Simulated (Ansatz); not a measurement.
Abridged Ansatz (a first-principles code) output:

```
Relaxation: its limit of steps is 60 (relax.max_steps)
Pseudopotential: Hf, paw, valence charge 26
Pseudopotential: S, paw, valence charge 6
Crystal: 3 atoms, lattice volume = 56.860 Å³
Basis set: ecut = 420 eV, 1103 PW (Γ), exchange–correlation on 48×48×72 points (8 copies of the dense FFT grid, shifted against one another)
Bands: 23, of which v1, the nominal top of the filled ones, is band 19 counted from 1 (18 counted from 0)
Symmetry: 12 space group operations
k-points: 84 of 726
Functional: x = pbe(κ = 0.804, μ = 0.2195149727645171), c = pbe(β = 0.06672455060314922)
SCF iter   1: F=—  HF=-17531.007992 eV  |F-HF|=—  |Δ(HF+E_count)|=         —  Δρ=2.05e-3  dr2=3.79e-3  ethr=1.77e-3  ⟨swp⟩=5.4  Hψ=8268  notcnv=0
SCF iter   2: F=—  HF=-17531.006699 eV  |F-HF|=—  |Δ(HF+E_count)|=   1.29e-3  Δρ=1.06e-3  dr2=3.54e-4  ethr=9.97e-6  ⟨swp⟩=2.5  Hψ=3881  notcnv=0
SCF 1 converged in 7 iterations: F = -17531.006995 eV  dr2 = 1.41e-8
relax step   1: F+E_penalty+E_count = -17531.00699492 eV  Δ(F+E_penalty+E_count) = +0.000e0 eV  max|allowed force component| = 1.792e-4 eV/Å  Δτ_max = 0.0000 Å  P = +7.499 GPa  Ω = 56.860 Å³  (7 SCF iters, dr2 threshold 1.00e-7 eV, accepted)
[... steps on the carried basis left out ...]
relax step   6: F+E_penalty+E_count = -17530.91909031 eV  Δ(F+E_penalty+E_count) = +2.925e-4 eV  max|allowed force component| = 2.117e-4 eV/Å  Δτ_max = 0.0000 Å  P = +9.999 GPa  Ω = 55.244 Å³  stress off target by 2.12e-3 GPa  SCF on the basis re-selected at this cell (its energy is not comparable with the rows above)  (6 SCF iters)
SCF converged after 6 iterations
Free energy (F): -17530.919090 eV
Internal energy: -17530.917946 eV  (E = F + TS)
E sigma→0 (E₀):  -17530.918518 eV
Entropy (-TS):   -0.001145 eV (-0.382 meV/atom)
Fermi energy:    12.877537 eV
  E_disp       = -1.220468  (pairwise vdW)
--- Forces (eV/Å), atoms counted from 1 ---
  atom   1  Hf     0.00000000    -0.00000000     0.00000000
  atom   2  S      0.00000000     0.00000000     0.00021171
  atom   3  S     -0.00000000    -0.00000000    -0.00021171
--- Stress (GPa, compression-positive) ---
        9.999806       0.000000      -0.000000
        0.000000       9.999806       0.000000
       -0.000000       0.000000       9.997879
  P = ⅓ Tr σ = 9.9992 GPa (99.992 kbar)
--- Relaxed structure (5 steps of the walk, 4 accepted, 1 SCFs on fresh bases) ---
  cell:  # Å, volume = 55.2438 Å³
    - [3.468808703227732, 1.5421062378364554e-32, -5.2056066733661756e-18]
    - [-1.734404351613866, 3.0040764578637718, 2.6028033366830843e-18]
    - [-7.979346240869764e-18, -1.6116800575014127e-32, 5.301416651690157]
  atoms:
    - { symbol: Hf, position: [7.536996744411452e-35, 1.1350598347882562e-34, 8.08627700797298e-20] }
    - { symbol: S, position: [0.3333333333333333, 0.6666666666666666, 0.27928560397141183] }
    - { symbol: S, position: [0.6666666666666666, 0.3333333333333333, 0.7207143960285881] }
```

Q: What was computed, and what are the main results?

A: HfS2, 3 atoms in the cell, with Ansatz, PBE-D3(BJ), PAW, cutoff 420 eV, spin-orbit coupling left out, from a series relaxed to a target (pressure 10 GPa). The last SCF converged to F = -17530.919090 eV, or -5843.6397 eV per atom, at a pressure of 10.00 GPa. The total energy compares only with runs of the same code, potentials and settings.

A case with no gap was solved on a k-mesh chosen for an insulator, which is coarse for it. With Hf present, leaving out spin-orbit coupling can change the band edges. Load acts through the strain it causes; cell and atoms are relaxed under it. No phonon test of stability was made. No other phases were tried under pressure. The final runs are not spin-polarised. The cell was made from HfS₂ in the CdI2 type structure (space group P-3m1, No. 164; layered, stacked along the Cartesian z axis) by this change: pressure 10 GPa.

Keys are those of Ansatz 0.2.
